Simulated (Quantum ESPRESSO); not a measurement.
A self-consistent single point of Os (P6_3/mmc, 4 atoms in the cell) with Quantum ESPRESSO.

Method of the run: PBEsol, SSSP 1.1.2 efficiency (PBE) pseudopotentials (plane waves; Quantum ESPRESSO).

```xyz
4
Lattice="2.7434 0.0000 0.0000 -1.3717 2.3759 0.0000 0.0000 0.0000 8.8270" Properties=species:S:1:pos:R:3 pbc="T T T"
Os     0.0000     0.0000     0.0000
Os     0.0000     0.0000     4.4135
Os     0.0000     1.5839     2.2067
Os     1.3717     0.7920     6.6202
```

Reference input (self-consistent single point, DFT, PBE, plane waves, SSSP 1.1.2 efficiency (PBE) pseudopotentials): ecutwfc = 40 Ry; ecutrho = 320 Ry; occupations = smearing; smearing = gauss; degauss = 0.0073499 Ry; potentials = {Os: Os_pbe_v1.2.uspp.F.UPF}; K_POINTS = automatic 9 9 3 0 0 0; conv_thr = 1e-10 Ry; mixing_beta = 0.4. This run's input differs from it in these lines:

```diff
@@ -19,2 +19,3 @@
  degauss = 0.0073499
+ input_dft = 'pbesol'
 /
```

Log, with long lists cut:

```
     Self-consistent Calculation

     iteration #  1     ecut=    40.00 Ry     beta= 0.40

---- Real-time Memory Report at c_bands before calling an iterative solver
           376 MiB given to the printing process from OS
            53 MiB allocation reported by mallinfo(arena+hblkhd)
------------------

     negative rho (up, down):  5.229E-01 0.000E+00

     total energy              =    -793.17115209 Ry
     estimated scf accuracy    <       0.86716210 Ry

     iteration #  2     ecut=    40.00 Ry     beta= 0.40

---- Real-time Memory Report at c_bands before calling an iterative solver
   [... lines left out ...]
           412 MiB given to the printing process from OS
            76 MiB allocation reported by mallinfo(arena+hblkhd)
------------------

     negative rho (up, down):  5.117E-01 0.000E+00

     total energy              =    -793.23624906 Ry
     estimated scf accuracy    <          4.5E-10 Ry

     iteration # 11     ecut=    40.00 Ry     beta= 0.40

---- Real-time Memory Report at c_bands before calling an iterative solver
           412 MiB given to the printing process from OS
            76 MiB allocation reported by mallinfo(arena+hblkhd)
------------------

     negative rho (up, down):  5.117E-01 0.000E+00
     End of self-consistent calculation

     the Fermi energy is    25.4255 ev

!    total energy              =    -793.23624906 Ry
     estimated scf accuracy    <          3.0E-11 Ry
     smearing contrib. (-TS)   =      -0.00149646 Ry
     internal energy E=F+TS    =    -793.23475261 Ry

     convergence has been achieved in  11 iterations

     negative rho (up, down):  5.117E-01 0.000E+00

     Forces acting on atoms (cartesian axes, Ry/au):

     atom    1 type  1   force =     0.00000000    0.00000000    0.00000000
   [... zero for the other atoms too ...]

     Total force =     0.000000     Total SCF correction =     0.000000

     negative rho (up, down):  5.117E-01 0.000E+00
          total   stress  (Ry/bohr**3)                   (kbar)     P=     -120.56
  -0.00079582   0.00000000   0.00000000         -117.07        0.00        0.00
   0.00000000  -0.00079582  -0.00000000            0.00     -117.07       -0.00
   0.00000000  -0.00000000  -0.00086703            0.00       -0.00     -127.54

   JOB DONE.
```

The run converged in 11 iterations. Against the reference run the pressure goes from -1.81 to -12.06 GPa.

The starting cell was generated: these elements placed on a structure prototype, without a prior relaxation; it need not be a known phase or ordering of this composition. Its lattice was rescaled by a random factor within 2.5 % of one. Spin polarisation is off. With a pressure of about -12 GPa the cell is away from its equilibrium volume at this level.

Cost on one core of a shared machine: roughly 30 s.
